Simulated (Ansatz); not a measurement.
**O on the 1x1 (101) surface of anatase TiO2 (cut with top plane O), one in a 1x1 cell, started at the site 'top O'**

Host crystal: anatase TiO2, with a band gap (PBE, scalar-relativistic without spin-orbit coupling).

Level of theory: PBE (plane waves to 420 eV, PAW; Ansatz, an electronic-structure program).

Slab: 19 atoms, 9.4 Å thick at the start under the adsorbate (thin: gaps and levels are the slab's own); k 6x4x1, smearing 0.01 eV, dipole-corrected; 7 atoms held, the rest relaxed; held to the part of the start's symmetry that mesh and held atoms allow; spin-polarised, no spin-orbit, no U, no dispersion correction. The starting moment vanished. At the end it is bonded to O + Ti. In PBE it is, or lies within 0.03 eV of, the lowest of the starts that converged.

```json
{
  "energy of the end state, in which the adsorbate paired with a surface O atom, against ½ O2(g)": "89 kJ/mol",
  "gap_of_the_slab_on_its_k_mesh": "1.55 eV",
  "highest_filled_level_below_the_top_vacuum_level": "7.23 eV",
  "change_of_the_step_from_the_bottom_to_the_top_vacuum_level_against_the_clean_slab": "0.81 eV",
  "energy_released_by_relaxation": "1.79 eV",
  "height of the binding atom over the mean of the host atoms within 0.3 Å of the top one": "0.738 Å",
  "magnetic_moment_of_the_cell": "0.00 μB",
  "largest_move_of_a_host_atom": "0.26 Å",
  "note": "in the relaxation the adsorbate left its starting site by 1.0 Å",
  "cost": "roughly 60 core-minutes"
}
```

A negative adsorption energy means that the adsorbate is more stable on the surface than in its reference.
